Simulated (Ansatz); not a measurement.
Results of LDA (PAW; Ansatz, a quantum-chemistry and plane-wave program) for HfO2 (Pbca, No. 61, 24 atoms in the cell; start mp-1858; a measured phase of this formula has another space group).

Run with plane-wave cutoff 520 eV, 8×4×8 k mesh (along the axes of the cell as run), Fermi–Dirac smearing 0.01 eV, scalar-relativistic PAW data made under PBE.

Cell (relaxed at this level):

HfO$_{2}$ is modelled in the orthorhombic space group Pbca (No. 61), Pearson symbol oP24. Conventional cell: a = 4.9999 Å, b = 9.8946 Å, c = 5.1761 Å, α = β = γ = 90.00°. Hf on 8c sees 7 O at 2.024–2.189 Å. O1 on 8c is coordinated by 4 Hf at 2.118–2.189 Å. O2 on 8c is surrounded by 3 Hf at 2.024–2.141 Å (trigonal planar). (Neighbours: up to the widest gap in distance over summed covalent radii, below 1.35, at either atom; cation-cation and far metal-metal contacts left out.)

Question: What does this level give for the band gap and direct gap at Γ?

Answer: 
band gap: 4.23 eV (on the SCF k mesh)
direct gap at Γ: 4.47 eV

Note: the relaxation could not lower the start's symmetry, so the cell can be a saddle point above a distorted one.

Spin–orbit coupling is not included.

Computed values are for the static lattice.

Cost on a shared machine: about 30 core-minutes (a rough figure).

A start named mp-… is a Materials Project structure, which need not be a measured phase.
